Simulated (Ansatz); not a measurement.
Take BN (space group P6_3/mmc, No. 194; layered, stacked along the Cartesian z axis) as the base.

```cif
data_B2N2
_chemical_formula_sum 'B2 N2'
_space_group_name_H-M_alt 'P 1'
_space_group_IT_number 1
_cell_length_a 2.50432
_cell_length_b 2.50432
_cell_length_c 7.03541
_cell_angle_alpha 90.000
_cell_angle_beta 90.000
_cell_angle_gamma 120.000
loop_
_space_group_symop_operation_xyz
  'x, y, z'
loop_
_atom_site_label
_atom_site_type_symbol
_atom_site_fract_x
_atom_site_fract_y
_atom_site_fract_z
_atom_site_occupancy
B1 B 0.66667 0.33333 0.75000 1
B2 B 0.33333 0.66667 0.25000 1
N1 N 0.66667 0.33333 0.25000 1
N2 N 0.33333 0.66667 0.75000 1
```

Calculations: PBEsol/PAW in Ansatz (a program for electronic structure), scalar-relativistic without spin-orbit coupling.

Before the change:

The gap between the host's bands is 4.25 eV and the gap character is indirect, k = (0.296, 1/3, 0) in the run's primitive reciprocal basis → M.

Modification: electron doping at 1.0×10^21 cm⁻³ (0.0382 per cell), with a uniform compensating background at fixed cell and a 300 K Fermi–Dirac width.

Q: Estimate the effect on the Fermi level from band edge, gap between the host's bands and gap character.

A: The Fermi level relative to the doped band's edge (positive inside the band; to 0.05 eV) is +0.15 eV; the gap between the host's bands is nearly the same (4.25 eV against 4.24 eV); the gap character stays indirect, k = (0.296, 1/3, 0) in the run's primitive reciprocal basis → M.

Carriers are added with a uniform compensating background; total energy and stress of such cells depend on the potential's zero and are not compared; many-body gap narrowing is missing at this level. No phonon test of stability was made. The base started in Pnma and relaxed to P6_3/mmc at this level. No dispersion term is included in the PBEsol runs.
